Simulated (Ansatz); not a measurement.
The parent structure is Bi₂Se₃ in the Bi2Te3 type structure (space group R-3m, No. 166; a = 4.144 Å, c = 28.445 Å (hexagonal axes)).

(Cell as relaxed with PBE-D3(BJ).)

Levels (all Ansatz, an electronic-structure program, PAW, earlier PAW set): PBE-D3(BJ) (420 eV, scalar-relativistic without spin-orbit coupling); PBEsol-D3(BJ) (420 eV, no spin-orbit coupling).

Each level relaxes its own structure.

```tsv
base	PBE-D3(BJ)	PBEsol-D3(BJ)
volume per atom	28.21 Å³	26.61 Å³
lattice parameter a	4.144 Å	4.082 Å
band gap	0.16 eV	zero
```

The change: cell and atoms relaxed at a pressure of 9 GPa.

```csv
quantity,PBE-D3(BJ),PBEsol-D3(BJ)
shortest interatomic distance,2.796 Å,2.773 Å
c/a ratio,6.755,6.788
```

PBE-D3(BJ)'s shortest interatomic distance lies 0.0225 Å above PBEsol-D3(BJ)'s (0.8 %); PBE-D3(BJ)'s c/a ratio lies 0.0324 below PBEsol-D3(BJ)'s. Neither level is exact; PBEsol-D3(BJ) is the comparison here, not a measurement.

With Bi present, leaving out spin-orbit coupling can change the band edges. Load acts through the strain it causes; cell and atoms are relaxed under it. Whether these cells are dynamically stable was not tested. No other phases were tried under pressure. The final runs are not spin-polarised. Gaps under 0.05 eV, about the width of the smearing, are given as zero. A zero or small gap of Bi2Se3 can be the functional's error rather than a property of the material.
